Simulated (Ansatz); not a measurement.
## BN in the zinc blende structure (space group F-43m, No. 216)

```cif
data_BN
_chemical_formula_sum 'B1 N1'
_space_group_name_H-M_alt 'P 1'
_space_group_IT_number 1
_cell_length_a 2.55246
_cell_length_b 2.55246
_cell_length_c 2.55246
_cell_angle_alpha 60.000
_cell_angle_beta 60.000
_cell_angle_gamma 60.000
loop_
_space_group_symop_operation_xyz
  'x, y, z'
loop_
_atom_site_label
_atom_site_type_symbol
_atom_site_fract_x
_atom_site_fract_y
_atom_site_fract_z
_atom_site_occupancy
B1 B 0.00000 0.00000 0.00000 1
N1 N 0.25000 0.25000 0.25000 1
```

All numbers come from Kohn–Sham DFT with the r2SCAN functional, run in Ansatz (a quantum-chemistry and plane-wave program) with PAW and 500 eV plane waves, without spin-orbit coupling. k-mesh 16×16×16 (Γ-centred); smearing 0.05 eV (Fermi–Dirac).

The volume per atom is 5.88 Å³, the density comes out as 3.50 g/cm³ and the band gap is 5.00 eV, indirect, Γ → X. The electron mass comes out as 0.87 mₑ along k, 0.29 mₑ across and the hole mass (degenerate bands, along [100]) is 0.48, 0.51, 0.51 mₑ. The lowest conduction-band minima above the VBM comes out as X along ⟨100⟩ 5.00 eV and the total energy comes out as -272.003 eV/atom (σ→0; compares only within this code and set-up).

Masses are band curvatures over ±0.01 Å⁻¹ around the edge. Along k means along the line from Γ to the band edge. Whether these cells are dynamically stable was not tested.
